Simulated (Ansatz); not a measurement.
bcc Fe, ferromagnetic (1 1 1) on silicon (1 1 1) (film strained to the substrate, started from cuts of the bulks and a machine-learned relaxation; slabs Si10 and Fe12, which can lie off the formulas; started ferromagnetic)

A periodic stack without vacuum, bcc Fe, ferromagnetic (1 1 1) on silicon (1 1 1) (film strained to the substrate, started from cuts of the bulks and a machine-learned relaxation; slabs Si10 and Fe12, which can lie off the formulas; started ferromagnetic): substrate slab Si10, film Fe12, surface cells [[0, -1], [1, -1]] and [[1, -1], [1, 0]], film strained by -3.4 and -3.4 %, outermost planes Si/Si and Fe/Fe as cut, which need not be the usual terminations and can put a slab off its formula.

The start was prepared with a machine-learned potential, and the result is one local minimum, with the in-plane cell held and forces under 0.04 eV/Å; the film can end far from its bulk form.

All values below come from PBE (plane waves to 420 eV, PAW; Ansatz, a program for electronic structure). No spin–orbit coupling; PBE gaps are too small against experiment. Its k-point mesh 9×9×1, Fermi–Dirac width 0.05 eV.

interface area: 13.0 Å²
period: 25.09 Å
heights between the nearest atoms of the two slabs at the two interfaces: 0.86 and 0.53 Å
Fe–Si contacts across the interfaces within 1.22 times the sum of covalent radii: 13, mean 2.40 Å

```
CELL_PARAMETERS angstrom
      3.86779     0.00016     0.02573
      1.93399     3.34958    -0.02264
      1.70779    -0.62223    25.10607
ATOMIC_POSITIONS crystal
  Si 0.14891 0.89828 0.01422
  Si 0.44049 0.25078 0.08743
  Si 0.75117 0.59388 0.12417
  Si 0.69249 0.61919 0.21816
  Si 0.00630 0.96094 0.24967
  Si 0.94558 0.98960 0.34417
  Si 0.25957 0.33138 0.37525
  Si 0.22312 0.32239 0.46988
  Si 0.51199 0.68852 0.51178
  Si 0.08973 0.44910 0.57247
  Fe 0.03425 0.47106 0.65916
  Fe 0.39864 0.79451 0.60683
  Fe 0.33138 0.81969 0.71827
  Fe 0.68608 0.14363 0.68391
  Fe 0.62224 0.17131 0.78714
  Fe 0.97604 0.49590 0.75388
  Fe 0.91360 0.52276 0.85530
  Fe 0.26807 0.84689 0.82107
  Fe 0.20673 0.87333 0.92056
  Fe 0.55933 0.19844 0.88911
  Fe 0.49513 0.22604 0.99318
  Fe 0.84987 0.55021 0.95872
```
Starting moments (μB, in the order of the record's atoms Si Si Si Si Si Si Si Si Si Si Fe Fe Fe Fe Fe Fe Fe Fe Fe Fe Fe Fe): 0.0 0.0 0.0 0.0 0.0 0.0 0.0 0.0 0.0 0.0 2.4 2.4 2.4 2.4 2.4 2.4 2.4 2.4 2.4 2.4 2.4 2.4.
